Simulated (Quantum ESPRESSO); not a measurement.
## How far to go with shifted k-point meshes: Ba2H3I (P3m1, 6 atoms in the cell)

```
Ba2H3I
1.0
    4.51372     0.00000     0.00000
   -2.25686     3.90899     0.00000
    0.00000     0.00000     8.07895
Ba H I
2 3 1
Direct
  0.66667   0.33333   0.69091
  0.33333   0.66667   0.31528
  0.66667   0.33333   0.35610
  0.33333   0.66667   0.64390
  0.00000   0.00000   0.50000
  0.00000   0.00000   0.00000
```

Method of the run: LDA (PZ), GBRV 1.5 ultrasoft (LDA) pseudopotentials (plane waves; Quantum ESPRESSO).

Base settings: ecutwfc = 40 Ry; ecutrho = 200 Ry; occupations = fixed; potentials = {Ba: ba_lda_v1.uspp.F.UPF, H: h_lda_v1.4.uspp.F.UPF, I: i_lda_v1.uspp.F.UPF}; K_POINTS = automatic 3 3 2 0 0 0; nbnd = 19; conv_thr = 1e-09 Ry; mixing_beta = 0.7.

Shifted meshes do not hold Γ, so a gap read on them misses any band edge there.

Only quantities that move along the ladder and can be compared are tabulated.

The count of work is k-points × plane waves × bands × iterations; it is no time. 

The starting cell comes from a database of computed structures (which also holds hypothetical and non-ambient phases and stackings), without a prior relaxation at this level. Its lattice was rescaled by up to half a per cent. One atom was moved a little off its site on purpose. Spin-orbit coupling is off.

| K_POINTS | free energy less the last step's (meV/atom) | pressure (GPa) | largest difference of a force vector from the last step's (eV/Å) | gap on the mesh (eV) | count of work / last |
|---|---|---|---|---|---|
| automatic 2 2 1 1 1 1 | -15.98 | -3.04 | 0.083 | 3.358 | 0.0029 |
| automatic 3 3 2 1 1 1 | -2.99 | -2.76 | 0.013 | 2.847 | 0.0077 |
| automatic 4 4 2 1 1 1 | -0.67 | -2.71 | 0.004 | 2.586 | 0.013 |
| automatic 5 5 2 1 1 1 | -0.33 | -2.71 | 0.004 | 2.476 | 0.019 |
| automatic 5 5 3 1 1 1 | -0.09 | -2.70 | 0.000 | 2.177 | 0.031 |
| automatic 6 6 3 1 1 1 | -0.02 | -2.70 | 0.000 | 2.179 | 0.043 |
| automatic 7 7 3 1 1 1 | -0.01 | -2.70 | 0.000 | 2.046 | 0.057 |
| automatic 7 7 4 1 1 1 | -0.01 | -2.70 | 0.000 | 2.123 | 0.072 |
| automatic 8 8 4 1 1 1 | 0.00 | -2.70 | 0.000 | 2.077 | 0.093 |
| automatic 9 9 5 1 1 1 | 0.00 | -2.70 | 0.000 | 1.975 | 0.15 |
| automatic 10 10 5 1 1 1 | 0.00 | -2.70 | 0.000 | 1.982 | 0.18 |
| automatic 11 11 6 1 1 1 | 0.00 | -2.70 | 0.000 | 1.973 | 0.26 |
| automatic 12 12 6 1 1 1 | 0.00 | -2.70 | 0.000 | 1.958 | 0.30 |
| automatic 15 15 7 1 1 1 | 0.00 | -2.70 | 0.000 | 1.899 | 0.55 |
| automatic 18 18 9 1 1 1 | 0.00 | -2.70 | 0.000 | 1.894 | 1.0 |

Coarsest K_POINTS that holds the free energy within 0.5 meV/atom of the last step, with all finer ones: automatic 5 5 2 1 1 1, at 0.019 of the last step's count of work; the step before is off by 0.67 meV/atom.

Coarsest K_POINTS that holds the forces within 0.01 eV/Å of the last step, with all finer ones: automatic 4 4 2 1 1 1, at 0.013 of the last step's count of work; the step before is off by 0.013 eV/Å.

Coarsest K_POINTS that holds the pressure within 0.05 GPa of the last step, with all finer ones: automatic 4 4 2 1 1 1, at 0.013 of the last step's count of work; the step before is off by 0.06 GPa.

The gap on the mesh jumps up and down from mesh to mesh; it is no smooth measure of convergence.
